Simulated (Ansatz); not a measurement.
Defect: interstitial H in polar orthorhombic HfO2, charge state +1. The step: a direct jump of one H atom; the atom moves 1.33 Å along (-0.19, 0.13, -0.12) of the unit cell; the moving atom starts with neighbours O at 0.98, O at 1.95 Å and ends with O at 1.00, O at 1.75, O at 2.04 Å. DFT values are from Ansatz (plane-wave PAW, 420 eV unless said) in a cell of 96 host sites, spin-restricted, static, with no finite-size correction. The host's phase is taken as given; its stability against other phases was not computed. The charge state is imposed; whether it is stable for some Fermi level was not computed. Sites that were not tried may lie lower. For the PBE band: the saddle point's order was not checked.

```csv
Level,Forward barrier (eV),Cost of the band or of the saddle's single point
"PBE, the Γ point alone, band relaxed",0.40,very roughly 40 core-minutes
"PBE, a 2×2×2 k-point mesh shifted by half a step, same geometries",0.39,very roughly 10 core-minutes
"r2SCAN at 500 eV, the Γ point alone, same geometries",___,around 2.7 core-minutes (rough)
```

Task: Complete the blanks.

Result: 
- r2SCAN at 500 eV, the Γ point alone, same geometries, Forward barrier (eV): 0.44

Ansatz is a quantum-chemistry and plane-wave program.
